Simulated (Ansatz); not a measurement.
Consider SnO in the litharge type structure (space group P4/nmm, No. 129; a = 3.836 Å, c = 4.757 Å; layered, stacked along the Cartesian z axis).

(Cell as relaxed with PBE-D3(BJ).)

Levels (all Ansatz, a quantum-chemistry and plane-wave program, PAW, earlier PAW set): PBE-D3(BJ) (420 eV, spin-orbit coupling left out); r2SCAN+rVV10 (500 eV, without spin-orbit coupling).

Each level relaxes its own structure.

| base | PBE-D3(BJ) | r2SCAN+rVV10 |
|---|---|---|
| volume per atom | 17.50 Å³ | 17.13 Å³ |
| lattice parameter a | 383.6 pm | 379.3 pm |
| band gap | zero | zero |

The change: a free-standing slab of 4 layers (16 atoms, 4 a layer) is cut normal to the stacking axis, with 15 Å of vacuum and the in-plane cell relaxed.

```json
[
 {"quantity": "thickness between the outermost nuclei", "PBE-D3(BJ)": "16.67 Å", "r2SCAN+rVV10": "16.69 Å"},
 {"quantity": "in-plane lattice parameter a", "PBE-D3(BJ)": "383.3 pm", "r2SCAN+rVV10": "378.3 pm"},
 {"quantity": "shortest interatomic distance", "PBE-D3(BJ)": "224.0 pm", "r2SCAN+rVV10": "221.4 pm"},
 {"quantity": "excess energy per area of both faces (slab less bulk energy over the cell's area: twice a surface energy) (uncertain by up to 0.2 J/m²)", "PBE-D3(BJ)": "0.6 J/m²", "r2SCAN+rVV10": "0.5 J/m²"}
]
```

PBE-D3(BJ)'s thickness between the outermost nuclei lies 0.02 Å below r2SCAN+rVV10's; PBE-D3(BJ)'s in-plane lattice parameter a lies 5.0 pm above r2SCAN+rVV10's; PBE-D3(BJ)'s shortest interatomic distance lies 2.6 pm above r2SCAN+rVV10's (1.2 %). Neither level is exact; r2SCAN+rVV10 is the comparison here, not a measurement.

Slab and bulk use different k-meshes, which limits the precision of the excess energy. No phonon test of stability was made. The final runs are not spin-polarised. A zero or small gap of SnO can be the functional's error rather than a property of the material.
